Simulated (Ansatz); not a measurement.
We consider MgCO3 (R-3c, No. 167), described by G0W0@PBEsol (Ansatz, an electronic-structure program, hard PAW, contour deformation).

The cell has the measured lattice parameters. Conventional cell: a = 4.6320 Å, b = 4.6320 Å, c = 15.0020 Å, α = 90.00°, β = 90.00°, γ = 120.00°.

The quasiparticle gap at Γ at a fixed k mesh 2×2×2:

| response cutoff | value (eV) |
|---|---|
| 150 eV, 712 empty bands | 9.149 |
| 200 eV, 1096 empty bands | 9.186 |
| 250 eV, 1532 empty bands | 9.220 |
| 300 eV, 2014 empty bands | 9.243 |

**Question.** Taking the value to converge with the response cutoff E as E^(−3/2), extrapolate from the last two rows.

**Answer.** With y = y∞ + c/w and weights w = 3953 and 5196 for the last two rows, y∞ = (w2 y2 − w1 y1)/(w2 − w1) = (5196 × 9.243 − 3953 × 9.220)/1243 = 9.316 eV, which lies 0.073 beyond the last row. Successive pairs of rows give 9.255, 9.305, 9.316. The limit also hangs on the law assumed, so its last digits aren't firm.

The other settings are not extrapolated, so this is the limit in one setting alone.

The smallest gap on this mesh is 8.79 eV, away from Γ.
